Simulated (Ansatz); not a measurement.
**GaAs, response to strain**

The parent structure is GaAs in the zinc blende structure (space group F-43m, No. 216; a = 5.6028 Å). Axes: x, y, z lie along the cube axes.

Strains are applied to the cell and any free atomic positions relax; under biaxial strain the out-of-plane vector relaxes too.

The values are results of DFT with LDA, PAW potentials and a 420 eV plane-wave cutoff in Ansatz (an electronic-structure program), no spin-orbit coupling, not measurements.

```tsv
biaxial strain, plane normal [001], relaxed out of plane (%)	out-of-plane strain (%)
-3	2.68
-2.5	2.24
-2	1.80
-1.5	1.35
-1	?
-0.5	0.46
0	0.00
```

Problem. Fit ε⊥ = −νε + γε² (strains in %) to the rows shown and predict the withheld row.

Solution. Least squares on the printed values gives ν = 0.91 (the biaxial Poisson response) and γ = -0.006 (largest residual 0.01 %); this predicts 0.91 %, and the run gives 0.91 %, in agreement.

Stability against distortions was not tested.
